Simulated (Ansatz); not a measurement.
Convergence series on Al2O3 (R-3c, 10 atoms in the cell)

```yaml
crystal:
  lattice:
    - [2.44888, 1.41386, 4.45646]
    - [-2.44888, 1.41386, 4.45646]
    - [0.00000, -2.82773, 4.45646]
  atoms:
    - { symbol: Al, position: [0.14790, 0.14790, 0.14790] }
    - { symbol: Al, position: [0.85210, 0.85210, 0.85210] }
    - { symbol: Al, position: [0.35210, 0.35210, 0.35210] }
    - { symbol: Al, position: [0.64790, 0.64790, 0.64790] }
    - { symbol: O, position: [0.94386, 0.55614, 0.25000] }
    - { symbol: O, position: [0.05614, 0.44386, 0.75000] }
    - { symbol: O, position: [0.25000, 0.94386, 0.55614] }
    - { symbol: O, position: [0.75000, 0.05614, 0.44386] }
    - { symbol: O, position: [0.55614, 0.25000, 0.94386] }
    - { symbol: O, position: [0.44386, 0.75000, 0.05614] }
```

Method of the run: PBE0, PAW files made with PBE (plane waves; Ansatz, a quantum-chemistry and plane-wave program).

The starting cell comes from a database of computed structures (which also holds hypothetical and non-ambient phases and stackings), without a prior relaxation at this level. Its lattice was rescaled by a random factor within 2.5 % of one. In the base run, with a pressure of about -20 GPa the cell is away from its equilibrium volume at this level. Ansatz's pressure includes its estimate of the finite-basis (Pulay) stress. Another mesh or the band path of this cell gives a smaller gap, so this value is not converged in the mesh.

Held fixed: basis.ecutwfc = 420 eV; kpoints.mp_grid.shift = 0.5 0.5 0.5; hamiltonian.xc = pbe0; hamiltonian.pseudopotentials = {kind: paw} (the program's default PAW files); scf.occupations.method = fixed.

ΔF is the free energy per atom less that of the last row (6 6 6).

```csv
kpoints.mp_grid.grid,ΔF (meV/atom),pressure (GPa),largest force (eV/Å),gap on the mesh (eV),k-points
2 2 2,1.36,-19.58,0.101,8.906,2
3 3 3,0.03,-19.58,0.089,8.307,6
4 4 4,-0.01,-19.58,0.088,8.072,10
6 6 6,0.00,-19.58,0.088,7.895,28
```

Largest force within 0.01 eV/Å of the last row: from kpoints.mp_grid.grid = 3 3 3 on; the one before it is off by 0.012 eV/Å. The value it settles on is 0.088 eV/Å at this level of theory and with the other settings as held.

Energy within 1 meV/atom of the last row: from kpoints.mp_grid.grid = 3 3 3 on; the one before it is off by 1.4 meV/atom.

Gaps are taken between levels on the mesh.

Keys are those of Ansatz 0.2.
